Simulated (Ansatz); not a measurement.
## Bulk modulus of ScIr3C (model structure, started from the Ni3MgC type, Pm-3m, No. 221, 5 atoms in the cell) at several levels of theory

No measured value is used here.

```
level (code)     value (GPa)  cell (Å³/atom)
---------------  -----------  --------------
LDA (Ansatz)             290           13.42
PBE (Ansatz)             252           14.10
PBEsol (Ansatz)          276           13.67
r²SCAN (Ansatz)          269           13.87
```

Density-functional levels without +SOC have no spin–orbit coupling. LDA, PBE, PBEsol, r²SCAN: the run has no spin polarisation, so it can have missed a magnetic state. LDA, PBE, PBEsol, r²SCAN: the bulk modulus is −V dP/dV from two relaxed cells at ±2 % in volume. Each level is taken at its own relaxed cell. Cutoffs differ between the levels. Ansatz's density-functional and Hartree–Fock values are scalar-relativistic unless marked +SOC, with PAW data made under PBE.

A model structure was made by putting elements into a prototype or built by hand; it is no filed structure, need not be a known phase, and can be a saddle point held by its symmetry.

Ansatz is an electronic-structure program.
